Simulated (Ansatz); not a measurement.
Abridged Ansatz (an electronic-structure program) output:

```
Pseudopotential: Be, paw, valence charge 2
Pseudopotential: Ba, paw, valence charge 10
Crystal: 4 atoms, lattice volume = 113.574 Å³
Basis set: ecut = 500 eV, 2901 PW (Γ), exchange–correlation on 180×180×180 points (64 copies of the dense FFT grid, shifted against one another)
Bands: 16, of which v1, the nominal top of the filled ones, is band 12 counted from 1 (11 counted from 0)
Symmetry: 8 space group operations
k-points: 428 of 2744
Functional: x = r2scan, c = r2scan; τ floored in thin density (d = 2e-4 eV/Å³)
SCF iter   1: F=—  HF=-12113.908024 eV  |F-HF|=—  |Δ(HF+E_count)|=         —  Δρ=4.78e-3  dr2=6.84e-2  dr2_τ=3.33e-2  ethr=1.77e-3  ⟨swp⟩=9.3  Hψ=46265  notcnv=0
SCF iter   2: F=—  HF=-12114.043700 eV  |F-HF|=—  |Δ(HF+E_count)|=   1.36e-1  Δρ=3.03e-3  dr2=3.26e-2  dr2_τ=3.60e-4  ethr=2.85e-4  ⟨swp⟩=2.7  Hψ=16661  notcnv=0
SCF 1 converged in 10 iterations: F = -12114.042543 eV  dr2 = 3.71e-11
SCF converged after 10 iterations
Free energy (F): -12114.042543 eV
Internal energy: -12114.022582 eV  (E = F + TS)
E sigma→0 (E₀):  -12114.032562 eV
Entropy (-TS):   -0.019961 eV (-4.990 meV/atom)
Fermi energy:    7.658755 eV
--- Forces (eV/Å), atoms counted from 1 ---
  atom   1  Be     0.00000000     0.00000000     0.00053621
  atom   2  Ba     0.00000000     0.00000000    -0.00048025
  atom   3  Be     0.00000000     0.00000000    -0.00053621
  atom   4  Ba     0.00000000     0.00000000     0.00048025
--- Stress (GPa, compression-positive) ---
       -0.002235       0.000000       0.000000
        0.000000       0.002769       0.000000
        0.000000       0.000000      -0.002553
  P = ⅓ Tr σ = -0.0007 GPa (-0.007 kbar)
```

Problem. What was computed, and what are the main results?

Solution. BaBe, 4 atoms in the cell, with r2SCAN in Ansatz (plane waves to 500 eV, PAW, spin-orbit coupling left out). The last SCF converged to F = -12114.042543 eV, or -3028.5106 eV per atom, at a pressure of 0.00 GPa. The total energy compares only with runs of the same code, potentials and settings.

Each cell is one ordered arrangement of few atoms, which overstates ordering effects compared with a random alloy. Stability against distortions was not tested. The cell was made from Ba by this change: x(Be) = 0.5, 4 atoms, Imma. Under x(Be) = 0.5, 4 atoms, Imma the cell changed shape so far that it is another structure.
